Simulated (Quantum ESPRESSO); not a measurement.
## Equation of state of rock-salt HfN (space group 225): energy against volume (Quantum ESPRESSO, PBE)

```yaml
crystal:
  lattice:
    - [0.00000, 2.21982, 2.21982]
    - [2.21982, 0.00000, 2.21982]
    - [2.21982, 2.21982, 0.00000]
  atoms:
    - { symbol: Hf, position: [0.00000, 0.00000, 0.00000] }
    - { symbol: N, position: [0.50000, 0.50000, 0.50000] }
```

Method of the run: PBE, GBRV 1.5 ultrasoft (PBE) pseudopotentials (plane waves; Quantum ESPRESSO 7.5). Settings: ecutwfc = 52 Ry; ecutrho = 416 Ry; occupations = smearing; smearing = fd; degauss = 0.0036749 Ry; potentials = {Hf: hf_pbe_v1.uspp.F.UPF, N: n_pbe_v1.2.uspp.F.UPF}; K_POINTS = automatic 22 22 22 0 0 0; conv_thr = 1e-10 Ry; mixing_beta = 0.4. The cell above is the first row's. The rows scale it uniformly. In all rows fractional positions and the k mesh are held. E is the free energy at the stated smearing, counted from the lowest row.

```csv
V (Å^3/atom),E (meV/atom)
10.938,?
11.176,22.94
11.414,6.80
11.652,0.00
11.889,1.50
12.127,10.51
12.365,26.20
12.603,47.94
12.841,75.05
```

Question: Using the third-order Birch-Murnaghan form, a cubic in V^(-2/3), estimate the missing E at V = 10.938 from the other rows, showing the fit.

Answer: With u = V^(-2/3) - 0.191, the rows have u = 0.009052, 0.006261, 0.003566, 0.000971, -0.001549, -0.003988, -0.006349, -0.008638. Least squares gives E = 4.100 - 3234.21·u + 581744·u² + 604996·u³. Residuals (row less fit): 0.000, -0.004, 0.008, -0.009, 0.007, -0.012, 0.011, -0.004; standard error 0.011 (degrees of freedom: 4). Its minimum lies at u = 0.002768, so V0 = (0.193768)^(-3/2) = 11.72. There d²E/du² = 1174000 and d³E/du³ = 3630000, so B0 = (4/9) × 11.72^(-7/3) × 1174000 × 0.160218 = 268 GPa (the last factor turns the table's units into GPa), and B0' = 4 + (2/3) × 0.193768 × (3630000)/1174000 = 4.4. The program's pressures in the fitted runs (not shown) pass through zero at V = 11.72, 0.06 % from this V0. At the withheld row, u = 0.011943, so E = 4.100 - 3234.21 × 0.011943 + 581744 × 0.011943² + 604996 × 0.011943³ = 49.482 meV/atom. The calculation gives 49.40 meV/atom, 0.082 meV/atom below the prediction (0.1 % of the range of E in the table). The row lies outside the fitted rows, so this is an extrapolation. From the scatter of the fitted rows alone, a prediction at this place has a standard error of 0.032 meV/atom, so the miss is 2.6 times that.

Carrying the step between the two nearest rows on in a straight line would have given 39.08, off by 10.32; series whose last step already gives the withheld value aren't shown. The scan was laid around a cell of about the measured size, scaled by a guess for this functional. The runs keep the symmetry of the cell, so they don't test it for distortions. Spin-orbit coupling is off. Cutoffs and mesh are single choices, not tested for convergence of this quantity. Series with a scatter that would blur these digits, or in which a gap closes, are not shown. Nor are scans whose minimum lies at an end fitted in this form.
